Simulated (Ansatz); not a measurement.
Band structure of Ti4CN3 (R-3m, 8 atoms in the cell).

```
Ti4CN3
1.0
    1.50649     0.86977     9.85647
   -1.50649     0.86977     9.85647
    0.00000    -1.73954     9.85647
Ti C N
4 1 3
Cartesian
  0.00000   0.00000  18.49987
  0.00000   0.00000  11.06955
  0.00000   0.00000  25.86396
  0.00000   0.00000   3.70546
  0.00000   0.00000  14.78471
  0.00000   0.00000  22.14265
  0.00000   0.00000   7.42677
  0.00000   0.00000   0.00000
```

Method of the run: PBEsol, PAW files made with PBE (plane waves; Ansatz, a program for electronic structure).

Settings: kpoints.mp_grid.grid = 7 7 7; hamiltonian.xc = pbesol; hamiltonian.pseudopotentials = {kind: paw} (the program's default PAW files); scf.occupations.method = fermi_dirac; scf.occupations.width = 0.05 eV; kpoints.band_path.path = [[0.0, 0.0, 0.0], [0.5, 0.0, 0.0], [0.5, 0.17185794, -0.17185794]]; kpoints.band_path.npoints = 8.

The starting cell comes from a database of computed structures (which also holds hypothetical and non-ambient phases and stackings), without a prior relaxation at this level. Spin polarisation is off; with an odd number of electrons in the cell that forces a metal, and a magnetic state may lie lower.

Levels in eV from the Fermi level, bands 31 to 38:
```tsv
point	31	32	33	34	35	36	37	38
Γ	-1.02	-1.02	-0.44	-0.44	-0.41	0.62	0.62	0.74
L	-3.54	-2.17	-1.59	-1.19	1.15	1.52	1.76	2.05
B1	-4.09	-3.29	0.68	0.73	0.95	1.30	1.51	1.64
```

Bands cross the Fermi level along this path, so the cell is metallic at this level.

Keys are those of Ansatz 0.2.
